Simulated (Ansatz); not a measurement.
## A computed series for ZnS: element substitutions

Consider ZnS in the zinc blende structure (space group F-43m, No. 216).

```yaml
crystal:
  lattice:
    - [0.00000, 2.67833, 2.67833]
    - [2.67833, 0.00000, 2.67833]
    - [2.67833, 2.67833, 0.00000]
  atoms:
    - { symbol: S, position: [0.75000, 0.75000, 0.75000] }
    - { symbol: Zn, position: [0.00000, 0.00000, 0.00000] }
```

Each row replaces one element on all its sites; cell and atoms are relaxed.

Levels (all Ansatz, an electronic-structure program, PAW): PBEsol (420 eV, scalar-relativistic without spin-orbit coupling); r2SCAN (500 eV, no spin-orbit coupling).

Pressures by level, all at the geometries relaxed with PBEsol:

| case | PBEsol | r2SCAN |
|---|---|---|
| base | 0.0 GPa | 1.5 GPa |
| S → Pb | 0.0 GPa | ___ |
| S → Mo | 0.0 GPa | ___ |
| S → Pt | 0.0 GPa | ___ |

### Question
Some entries are withheld; estimate them.

### Answer

- S → Pb, r2SCAN: 0.6 GPa
- S → Mo, r2SCAN: 2.0 GPa
- S → Pt, r2SCAN: 1.2 GPa

Single points use the geometry relaxed with PBEsol. Their cutoffs differ, which shifts pressures a little. Stability against distortions was not tested. As relaxed here, ZnPb, ZnMo and ZnPt are hypothetical phases, not in the database extracts checked. The final runs are not spin-polarised. ZnMo has a high density of states at the Fermi level and may be magnetic at this level.
